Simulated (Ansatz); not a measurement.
Start from CdO in the rock salt structure (space group Fm-3m, No. 225; a = 4.768 Å).

Level of theory: PBE (Ansatz, a program for electronic structure, PAW, spin-orbit coupling left out).

```csv
level,band gap,lattice parameter a
PBE,zero,4.768 Å
```

Measured: band gap 0.84 eV (0 K or low temperature; as listed in E. Menéndez-Proupin et al., Physical Review B (2004)); lattice parameter a 4.696 Å (temperature not stated; as listed in Priya Gopal et al., Physical Review B (2015)).

Computed minus measured — band gap: PBE -0.84 eV; lattice parameter a: PBE +1.5 %. Measured values not marked as corrected hold thermal and zero-point effects that the static-lattice runs lack. A measured gap can be an optical one, lowered by exciton binding. Levels without spin-orbit coupling miss its effect on the gap.

Whether these cells are dynamically stable was not tested. All final runs are without spin polarisation. The zero or small gap of CdO can change with the level of theory.
